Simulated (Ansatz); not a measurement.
```yaml
crystal:
  lattice:
    - [21.00000, 0.00000, 0.00000]
    - [0.00000, 22.00000, 0.00000]
    - [0.00000, 0.00000, 9.87454]
  atoms:
    - { symbol: Ge, position: [0.33389, 0.40006, 0.00201] }
    - { symbol: Ge, position: [0.32627, 0.41266, 0.24799] }
    - { symbol: Ge, position: [0.33389, 0.59994, 0.00201] }
    - { symbol: Ge, position: [0.32627, 0.58734, 0.24799] }
    - { symbol: Ge, position: [0.38804, 0.50000, 0.33167] }
    - { symbol: Ge, position: [0.39006, 0.50000, 0.58196] }
    - { symbol: Ge, position: [0.44503, 0.40912, 0.66804] }
    - { symbol: Ge, position: [0.44402, 0.40745, 0.91833] }
    - { symbol: Ge, position: [0.44503, 0.59088, 0.66804] }
    - { symbol: Ge, position: [0.44402, 0.59255, 0.91833] }
    - { symbol: Ge, position: [0.49238, 0.31271, 0.00201] }
    - { symbol: Ge, position: [0.50762, 0.31271, 0.24799] }
    - { symbol: Ge, position: [0.50000, 0.50000, 0.99995] }
    - { symbol: Ge, position: [0.50000, 0.50000, 0.25005] }
    - { symbol: Ge, position: [0.49238, 0.68729, 0.00201] }
    - { symbol: Ge, position: [0.50762, 0.68729, 0.24799] }
    - { symbol: Ge, position: [0.55598, 0.40745, 0.33167] }
    - { symbol: Ge, position: [0.55497, 0.40912, 0.58196] }
    - { symbol: Ge, position: [0.55598, 0.59255, 0.33167] }
    - { symbol: Ge, position: [0.55497, 0.59088, 0.58196] }
    - { symbol: Ge, position: [0.60994, 0.50000, 0.66804] }
    - { symbol: Ge, position: [0.61196, 0.50000, 0.91833] }
    - { symbol: Ge, position: [0.67373, 0.41266, 0.00201] }
    - { symbol: Ge, position: [0.66611, 0.40006, 0.24799] }
    - { symbol: Ge, position: [0.67373, 0.58734, 0.00201] }
    - { symbol: Ge, position: [0.66611, 0.59994, 0.24799] }
    - { symbol: H, position: [0.30863, 0.33631, 0.96235] }
    - { symbol: H, position: [0.29054, 0.44734, 0.93231] }
    - { symbol: H, position: [0.34749, 0.35317, 0.31769] }
    - { symbol: H, position: [0.25580, 0.42365, 0.28765] }
    - { symbol: H, position: [0.30863, 0.66369, 0.96235] }
    - { symbol: H, position: [0.29054, 0.55266, 0.93231] }
    - { symbol: H, position: [0.25580, 0.57635, 0.28765] }
    - { symbol: H, position: [0.34749, 0.64683, 0.31769] }
    - { symbol: H, position: [0.32047, 0.50000, 0.63574] }
    - { symbol: H, position: [0.41024, 0.35159, 0.61426] }
    - { symbol: H, position: [0.41024, 0.64841, 0.61426] }
    - { symbol: H, position: [0.44718, 0.25995, 0.96235] }
    - { symbol: H, position: [0.55696, 0.30052, 0.93231] }
    - { symbol: H, position: [0.55282, 0.25995, 0.28765] }
    - { symbol: H, position: [0.44304, 0.30052, 0.31769] }
    - { symbol: H, position: [0.44718, 0.74005, 0.96235] }
    - { symbol: H, position: [0.55696, 0.69948, 0.93231] }
    - { symbol: H, position: [0.44304, 0.69948, 0.31769] }
    - { symbol: H, position: [0.55282, 0.74005, 0.28765] }
    - { symbol: H, position: [0.58976, 0.35159, 0.63574] }
    - { symbol: H, position: [0.58976, 0.64841, 0.63574] }
    - { symbol: H, position: [0.67953, 0.50000, 0.61426] }
    - { symbol: H, position: [0.74420, 0.42365, 0.96235] }
    - { symbol: H, position: [0.65251, 0.35317, 0.93231] }
    - { symbol: H, position: [0.70946, 0.44734, 0.31769] }
    - { symbol: H, position: [0.69137, 0.33631, 0.28765] }
    - { symbol: H, position: [0.74420, 0.57635, 0.96235] }
    - { symbol: H, position: [0.65251, 0.64683, 0.93231] }
    - { symbol: H, position: [0.70946, 0.55266, 0.31769] }
    - { symbol: H, position: [0.69137, 0.66369, 0.28765] }
```

Calculation: PBE (plane waves to 420 eV, PAW; Ansatz, an electronic-structure program). Mesh 1×1×4. No spin polarisation. One-dimensional cell, images about 11 Å apart. An idealised model, cut from the bulk lattice. Symmetry and one short period hold its shape; lower forms weren't sought. Values not marked SOC lack spin–orbit coupling.

Tabulate the two highest filled and two lowest empty levels along the axis, from the valence top.


```tsv
k (2π/c)	v2 (eV)	v1 (eV)	c1 (eV)	c2 (eV)
0.000	-0.71	0.00	2.43	2.72
0.042	-0.71	-0.01	2.43	2.72
0.083	-0.69	-0.04	2.45	2.71
0.125	-0.68	-0.09	2.47	2.71
0.167	-0.66	-0.15	2.49	2.72
0.208	-0.64	-0.24	2.52	2.72
0.250	-0.63	-0.33	2.55	2.69
0.292	-0.62	-0.44	2.58	2.62
0.333	-0.61	-0.56	2.56	2.56
0.375	-0.61	-0.61	2.51	2.51
0.417	-0.61	-0.61	2.48	2.48
0.458	-0.61	-0.61	2.45	2.45
0.500	-0.61	-0.61	2.44	2.44
```
